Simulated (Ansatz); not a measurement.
Reference: KMgH3 (Pm-3m), PBEsol, rigid bands (plane waves, PAW, scalar-relativistic; Ansatz, a quantum-chemistry and plane-wave program); axes and stresses refer to this cell.

```xyz
5
Lattice="3.9764 0.0000 0.0000 0.0000 3.9764 0.0000 0.0000 0.0000 3.9764" Properties=species:S:1:pos:R:3 pbc="T T T"
K      0.0000     0.0000     0.0000
Mg     1.9882     1.9882     1.9882
H      1.9882     0.0000     1.9882
H      0.0000     1.9882     1.9882
H      1.9882     1.9882     0.0000
```

* **electron conductivity mass**: 0.36 mₑ
* **hole conductivity mass**: 0.68 mₑ
* **Seebeck coefficient, p-type 1e19 cm⁻³**: 355 μV/K

Change: functional r2SCAN on the same cell. What happens to electron conductivity mass, hole conductivity mass, Seebeck coefficient, p-type 1e19 cm⁻³?

electron conductivity mass grows to 0.38 mₑ; hole conductivity mass goes up to 0.76 mₑ; Seebeck coefficient, p-type 1e19 cm⁻³ goes up to 369 μV/K.

Masses are for dilute carriers at 300 K, harmonic means over directions unless an axis is named. Seebeck coefficients are for the stated density at 300 K, with one relaxation time for all states and whether or not that doping can be reached. Spin-orbit coupling is left out unless a row names it. 

Formula and space group known from diffraction (Crystallography Open Database), not checked to be the room-temperature form: KMgH3 (Pm-3m).
